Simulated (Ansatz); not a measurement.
AuAl2: energy against volume

AuAl2 (fluorite, Fm-3m, 18.545 Å³/atom and stress up to 0.01 GPa in the relaxed cell, cube axes along x, y and z) under hydrostatic pressure, with the cell free. PBE in Ansatz, a plane-wave DFT program (PAW, default set), 420 eV, 13×13×13 Γ-centred mesh, Fermi-Dirac smearing 0.05 eV; ions are relaxed, or left where forces stay under 0.02 eV/Å, within the symmetry of each cell.

Here V stands for volume and E for E less E0.

| volume (Å³/atom) | E less E0 (meV/atom) | pressure (GPa) |
|---|---|---|
| 18.9208 | 2.43 | -2.00 |
| 18.7280 | 0.59 | -1.00 |
| 18.5446 | 0.00 | 0.01 |
| 18.3925 | 0.41 | 0.89 |
| 18.1981 | 2.19 | 2.09 |
| 17.8389 | 9.51 | 4.49 |
| 17.2600 | 33.61 | 8.99 |
| 16.6199 | ? | ? |

Taking the third-order Birch-Murnaghan form, a cubic in V^(-2/3) for E over the 7 complete rows: With u = V^(-2/3) - 0.1442, the rows have u = -0.0033662, -0.0024013, -0.0014679, -0.0006821, 0.0003382, 0.0022720, 0.0055291. Least squares gives E = 1.447 + 1986.7·u + 683025·u² + 1764802·u³. Residuals (row less fit): -0.002, 0.000, 0.003, 0.001, -0.007, 0.003, -0.001; standard error 0.005 (degrees of freedom: 3). Its minimum lies at u = -0.0014626, so V0 = (0.1427374)^(-3/2) = 18.54. There d²E/du² = 1351000 and d³E/du³ = 1.059e7, so B0 = (4/9) × 18.54^(-7/3) × 1351000 × 0.160218 = 106 GPa (the last factor turns the table's units into GPa), and B0' = 4 + (2/3) × 0.1427374 × (1.059e7)/1351000 = 4.7. B0' rests on the cubic coefficient alone and has a standard error of 0.1 from these residuals.

Question: What does the fit predict for E at V = 16.6199, and how far is the calculated value from it?

Answer: u = 0.0093493, so E = 1.447 + 1986.7 × 0.0093493 + 683025 × 0.0093493² + 1764802 × 0.0093493³ = 81.166 meV/atom. The calculation gives 81.12 meV/atom, 0.046 meV/atom below the prediction (0.1 % of the range of E in the table). The row lies outside the fitted rows, so this is an extrapolation. The scatter of the fitted rows lies at the last printed digit.

In a metal these values are sensitive to mesh and smearing; energies are taken to zero smearing, stresses follow the free energy. Spin-orbit coupling is left out, which can shift these values for the heavy elements here. Other structures, which can take over under pressure, weren't tried. The same form fitted to the pressure column gives B0' = 4.8; series where the two differ by over 0.4 aren't shown. Rows are the converged runs of the series near zero and its far end, less any whose ions stayed unrelaxed beside relaxed ones; series whose fitted rows scatter by over a few per cent of the range, as at a crossing or softening among them, aren't shown in this form.
